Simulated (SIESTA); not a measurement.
Worked example: self-consistent single point of a (110) slab of Bi (cut from a parent of space group no. 229; 4 atoms in the cell) in SIESTA.

Method of the run: SIESTA with GGA PBEsol, numerical atomic orbitals TZP, PseudoDojo PBEsol standard norm-conserving potentials (rewritten from UPF to PSML).

```yaml
crystal:
  lattice:
    - [3.44223, 0.00000, 0.00000]
    - [-4.58964, 3.24537, 0.00000]
    - [0.00000, 0.00000, 22.43172]
  atoms:
    - { symbol: Bi, position: [0.00000, 0.25000, 0.31206] }
    - { symbol: Bi, position: [0.00000, 0.75000, 0.43735] }
    - { symbol: Bi, position: [0.00000, 0.25000, 0.56264] }
    - { symbol: Bi, position: [0.00000, 0.75000, 0.68794] }
```

Reference input (self-consistent single point, DFT, GGA PBEsol, numerical atomic orbitals TZP, PseudoDojo PBEsol standard norm-conserving potentials (rewritten from UPF to PSML)): XC.functional = GGA; XC.authors = PBEsol; potentials = PseudoDojo PBEsol standard; PAO.BasisSize = TZP; PAO.EnergyShift = 0.005 Ry; MeshCutoff = 300 Ry; kgrid.MonkhorstPack = 8 8 1; OccupationFunction = MP; OccupationMPOrder = 0; ElectronicTemperature = 100 meV; MaxSCFIterations = 150; SCF.Mixer.Method = Pulay. This run's input differs from it in these lines:

```diff
@@ -29,4 +29,4 @@
 %block kgrid.MonkhorstPack
-    8   0   0  0.0
-    0   8   0  0.0
+   19   0   0  0.0
+    0  19   0  0.0
     0   0   1  0.0
```

Output (repeated stretches shortened):

```
        iscf     Eharris(eV)        E_KS(eV)     FreeEng(eV)     dDmax    Ef(eV) dHmax(eV)
   scf:    1    -8888.428171    -8887.080135    -8887.098772  0.701641 -3.583471  3.790240
   scf:    2    -8887.153885    -8887.213049    -8887.231587  0.037357 -3.678308  1.918350
   scf:    3    -8887.301342    -8887.275613    -8887.294134  0.017193 -3.686600  1.828368
   scf:    4    -8887.522959    -8887.416902    -8887.435244  0.086348 -3.899680  0.078175
   scf:    5    -8887.418096    -8887.417712    -8887.436080  0.009303 -3.903637  0.101588
   [... 6 lines left out ...]
   scf:   12    -8887.417876    -8887.417876    -8887.436268  0.000012 -3.882289  0.000300
   scf:   13    -8887.417879    -8887.417877    -8887.436268  0.000052 -3.882192  0.000113
   scf:   14    -8887.417878    -8887.417878    -8887.436268  0.000017 -3.882208  0.000055
   scf:   15    -8887.417878    -8887.417878    -8887.436268  0.000004 -3.882200  0.000036
SCF Convergence by DM+H criterion
max |DM_out - DM_in|         :     0.0000041455
max |H_out - H_in|      (eV) :     0.0000359334
SCF cycle converged after 15 iterations

Using DM_out to compute the final energy and forces

siesta: E_KS(eV) =            -8887.4179

siesta: E_KS - E_eggbox =     -8887.4179

siesta: Atomic forces (eV/Ang):
     1   -0.000000   -0.000000    0.424086
     2   -0.000000   -0.000000   -0.427486
     3   -0.000000   -0.000000    0.427487
     4   -0.000000   -0.000000   -0.424087
   Tot   -0.000000   -0.000000   -0.000000
   Max    0.427487
   Res    0.245830    sqrt( Sum f_i^2 / 3N )
   Max    0.427487    constrained

Stress tensor Voigt[x,y,z,yz,xz,xy] (kbar):       21.06       21.95       15.13        0.00       -0.00        1.33
(Free)E + p*V (eV/cell)    -8890.4673
   [... lines left out ...]
siesta: FreeEng =     -8887.436268
siesta: Cell volume =        250.591784 Ang**3
siesta:         -19.37938635        -14.31920983  kBar
   [... lines left out ...]

mulliken: Qtot =       60.000

Mulliken Atomic Populations:
Atom #   charge [q] valence [e]  Species
     1     0.037204   14.962796  Bi
     2    -0.037204   15.037204  Bi
     3    -0.037204   15.037204  Bi
     4     0.037204   14.962796  Bi
 Total    -0.000000

siesta: Electric dipole (a.u.)  =    0.000000    0.000000    0.000001
siesta: Electric dipole (Debye) =    0.000000    0.000000    0.000003
```

The run converged in 15 iterations. Against the reference run the free energy falls by 7.0 meV/atom and the largest force goes from 0.368 to 0.427 eV/Å.

The starting cell comes from a database of computed structures (which also holds hypothetical and non-ambient phases and stackings), without a prior relaxation at this level. The slab is cut from that crystal, and its faces are unrelaxed. Its lattice was rescaled by up to half a per cent. Values carry the incompleteness of an atom-centred basis.

Cost on one core of a shared machine: roughly 80 s.
